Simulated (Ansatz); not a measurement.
## Converging the k-point mesh at a smearing width of 0.02 eV: TaTi (Cmm2, 2 atoms in the cell)

```yaml
crystal:
  lattice:
    - [1.62471, -2.28601, 0.00000]
    - [1.62471, 2.28601, 0.00000]
    - [0.00000, 0.00000, 4.66071]
  atoms:
    - { symbol: Ti, position: [0.50000, 0.50000, 0.51073] }
    - { symbol: Ta, position: [0.00000, 0.00000, 0.00000] }
```

Method of the run: LDA (PW92), default PAW files made with PBE (plane waves; Ansatz, a first-principles code).

Base settings: basis.ecutwfc = 30.9 Ry; kpoints.mp_grid.grid = 12 12 7; hamiltonian.xc = lda; hamiltonian.pseudopotentials = {kind: paw} (the program's default PAW files); scf.occupations.method = fermi_dirac; scf.occupations.width = 0.0073 Ry.

In this ladder: scf.occupations.width = 0.0015 Ry.

Only quantities that move along the ladder and can be compared are tabulated.

The count of work is k-points × plane waves × bands × iterations; it is no time. 

The starting cell comes from a database of computed structures (which also holds hypothetical and non-ambient phases and stackings), without a prior relaxation at this level. Its lattice was rescaled by up to half a per cent. One atom was moved a little off its site on purpose. Spin polarisation is off. In the base run, with a pressure of about -7 GPa the cell is away from its equilibrium volume at this level. Ansatz's pressure includes its estimate of the finite-basis (Pulay) stress.

| kpoints.mp_grid.grid | free energy less the last step's (meV/atom) | pressure (GPa) | largest difference of a force vector from the last step's (eV/Å) | count of work / last |
|---|---|---|---|---|
| 4 4 3 | -41.03 | -6.06 | 0.063 | 0.0069 |
| 5 5 3 | -18.49 | -6.97 | 0.069 | 0.0089 |
| 6 6 4 | 26.38 | -6.95 | 0.011 | 0.019 |
| 8 8 5 | -1.34 | -7.64 | 0.008 | 0.031 |
| 9 9 5 | -4.31 | -7.65 | 0.014 | 0.037 |
| 11 11 7 | -0.37 | -7.06 | 0.005 | 0.071 |
| 14 14 8 | -0.16 | -7.21 | 0.000 | 0.14 |
| 16 16 10 | 0.72 | -7.24 | 0.005 | 0.22 |
| 20 20 11 | 0.45 | -7.22 | 0.004 | 0.33 |
| 24 24 14 | -0.02 | -7.17 | 0.002 | 0.62 |
| 29 29 17 | 0.00 | -7.22 | 0.000 | 1.0 |

Coarsest kpoints.mp_grid.grid that holds the free energy within 0.5 meV/atom of the last step, with all finer ones: 20 20 11, at 0.33 of the last step's count of work; the step before is off by 0.72 meV/atom.

Coarsest kpoints.mp_grid.grid that holds the forces within 0.01 eV/Å of the last step, with all finer ones: 11 11 7, at 0.071 of the last step's count of work; the step before is off by 0.014 eV/Å.

Coarsest kpoints.mp_grid.grid that holds the pressure within 0.5 GPa of the last step, with all finer ones: 5 5 3, at 0.0089 of the last step's count of work; the step before is off by 1.2 GPa.

Two neighbours can agree and both be off: 5 5 3 and 6 6 4 differ by 0.02 GPa in the pressure, yet lie about 0.27 GPa from the last step.

Keys are those of Ansatz 0.2.
